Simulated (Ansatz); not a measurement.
An Ansatz (an electronic-structure program) run: TiAl with a change (isotropic strain +1.07 %); r2SCAN (Ansatz), no spin-orbit coupling, earlier PAW set.

Input:

Ansatz 0.2 input:
```yaml
crystal:
  lattice:
    - [2.8427711653, 0, 0]
    - [0, 2.8427711653, 0]
    - [0, 0, 4.1054036049]
  atoms:
    - { symbol: Al, position: [0.5, 0.5, 0.5] }
    - { symbol: Ti, position: [0, 0, 0] }
basis: { ecutwfc: 500, ecutrho_ratio: 4, xc_grid: 4, fft_grid_basis: typed }
kpoints: { mp_grid: { grid: [20, 20, 14] } }
hamiltonian:
  xc: r2scan
  dispersion: none
  pseudopotentials: { azcp: { folder: ./paw }, kind: paw }
scf: { occupations: { method: fermi_dirac, width: 0.1 }, convergence: { dr2_threshold: 0.0000000002 } }
relax: { f_tol: 0.005, max_steps: 50 }
output: { forces: true, stress: true }
checkpoint: { write: state.ck, write_every: 1000 }
```

Output (explanatory and most iteration lines left out):

```
Relaxation: its limit of steps is 50 (relax.max_steps)
Pseudopotential: Al, paw, valence charge 3
Pseudopotential: Ti, paw, valence charge 12
Crystal: 2 atoms, lattice volume = 33.177 Å³
Basis set: ecut = 500 eV, 831 PW (Γ), exchange–correlation on 96×96×120 points (64 copies of the dense FFT grid, shifted against one another)
Bands: 12, of which v1, the nominal top of the filled ones, is band 8 counted from 1 (7 counted from 0)
Symmetry: 16 space group operations
Space group: P4/mmm (ITA 123), of the structure as read, at distance tolerance 3.2e-5 Å
k-points: 528 of 5600
Functional: x = r2scan, c = r2scan; τ floored in thin density (d = 2e-4 eV/Å³)
SCF iter   1: F=—  HF=-3045.803574 eV  |F-HF|=—  |Δ(HF+E_count)|=         —  Δρ=4.93e-2  dr2=7.57e-1  dr2_τ=3.49e-2  ethr=3.10e-3  ⟨swp⟩=4.4  Hψ=31798  notcnv=0
SCF iter   2: F=—  HF=-3045.734813 eV  |F-HF|=—  |Δ(HF+E_count)|=   6.88e-2  Δρ=2.29e-2  dr2=2.15e-1  dr2_τ=3.25e-3  ethr=3.10e-3  ⟨swp⟩=2.7  Hψ=15347  notcnv=0
SCF 1 converged in 9 iterations: F = -3045.704430 eV  dr2 = 1.52e-10
relax step   1: F+E_penalty+E_count = -3045.70443029 eV  Δ(F+E_penalty+E_count) = +0.000e0 eV  max|allowed force component| = 7.923e-30 eV/Å  Δτ_max = 0.0000 Å  (9 SCF iters, accepted)
Crystal: 2 atoms, lattice volume = 33.177 Å³
SCF iter   1: F=—  HF=-3045.704430 eV  |F-HF|=—  |Δ(HF+E_count)|=         —  Δρ=5.99e-7  dr2=1.52e-10  dr2_τ=6.58e-12  ethr=1.02e-12  ⟨swp⟩=1.2  Hψ=34236  notcnv=0
SCF iter   2: F=-3045.704430 eV  HF=-3045.704430 eV  |F-HF|=1.34e-10  |Δ(HF+E_count)|=  1.73e-11  Δρ=5.40e-7  dr2=1.56e-10  dr2_τ=6.19e-12  ethr=1.01e-12  ⟨swp⟩=4.0  Hψ=17821  notcnv=0
SCF 2 converged in 2 iterations: F = -3045.704430 eV  dr2 = 1.56e-10
SCF converged after 2 iterations
Free energy (F): -3045.704430 eV
Internal energy: -3045.650747 eV  (E = F + TS)
E sigma→0 (E₀):  -3045.677588 eV
Entropy (-TS):   -0.053684 eV (-26.842 meV/atom)
Fermi energy:    10.658620 eV
--- Forces (eV/Å), atoms counted from 1 ---
  atom   1  Al    -0.00000000    -0.00000000     0.00000000
  atom   2  Ti     0.00000000     0.00000000     0.00000000
--- Stress (GPa, compression-positive) ---
       -3.629291       0.000000       0.000000
        0.000000      -3.629291       0.000000
        0.000000       0.000000      -3.614196
  P = ⅓ Tr σ = -3.6243 GPa (-36.243 kbar)
--- Relaxed structure (1 steps of the walk, 1 accepted, 0 SCFs on fresh bases) ---
  atoms:
    - { symbol: Al, position: [0.5, 0.5, 0.5000000000000001] }
    - { symbol: Ti, position: [0.0, 0.0, 0.0] }
```

Stability against distortions was not tested. The final runs are not spin-polarised. The cell was made from TiAl (space group P4/mmm, No. 123) by this change: isotropic strain +1.07 %.
